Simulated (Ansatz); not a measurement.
The parent structure is HgSe in the zinc blende structure (space group F-43m, No. 216; a = 6.133 Å).

Level of theory: Ansatz (a quantum-chemistry and plane-wave program) PBEsol, no spin-orbit coupling, earlier PAW set.

Perturbation: full substitution Se → Te; the structure is relaxed again.

Measured lattice parameter a: HgSe 6.085 Å (room temperature; as listed in Cardona et al., arXiv (2009)); HgTe 6.46 Å (room temperature; as listed in R. J. Cava et al., Journal of Materials Chemistry C (2013)).

Q: How well does PBEsol reproduce the measured shift?

A: With PBEsol the lattice parameter a moves by +0.377 Å (6.133 → 6.510) against +0.375 Å measured.

Stability against distortions was not tested. All final runs are without spin polarisation.
